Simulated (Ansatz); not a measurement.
**AlP: electrons 1.5×10^21 cm⁻³**

Consider AlP in the zinc blende structure (space group F-43m, No. 216; a = 5.5078 Å).

The change: electron doping at 1.5×10^21 cm⁻³ (0.0627 per cell), with a uniform compensating background at fixed cell and a 300 K Fermi–Dirac width.

Calculations: Ansatz (an electronic-structure program), PBE, PAW, cutoff 420 eV, scalar-relativistic without spin-orbit coupling. k-mesh 24×24×24 (Γ-centred); smearing 0.0259 eV (Fermi–Dirac).

| quantity | base | changed | shift |
|---|---|---|---|
| gap between the host's bands | 1.63 eV | 1.60 eV | -0.03 eV |
| gap character | indirect, Γ → X | indirect, Γ → X | – |
| valley order (the lowest conduction-band minima on the path, energy above the VBM, named in the base's zone) | X along ⟨100⟩ 1.63 eV; L along ⟨111⟩ 2.72 eV; Γ 3.09 eV | X along ⟨100⟩ 1.60 eV; L along ⟨111⟩ 2.71 eV; Γ 3.07 eV | – |
| Fermi level relative to the doped band's edge (positive inside the band; to 0.05 eV) | – | +0.50 eV | – |

Final structure:

```
AlP
1.0
    0.00000     2.75388     2.75388
    2.75388     0.00000     2.75388
    2.75388     2.75388     0.00000
P Al
1 1
Direct
  0.25000   0.25000   0.25000
  0.00000   0.00000   0.00000
```
Cell charge -0.062655.

Carriers are added with a uniform compensating background; total energy and stress of such cells depend on the potential's zero and are not compared; many-body gap narrowing is missing at this level. Stability against distortions was not tested.
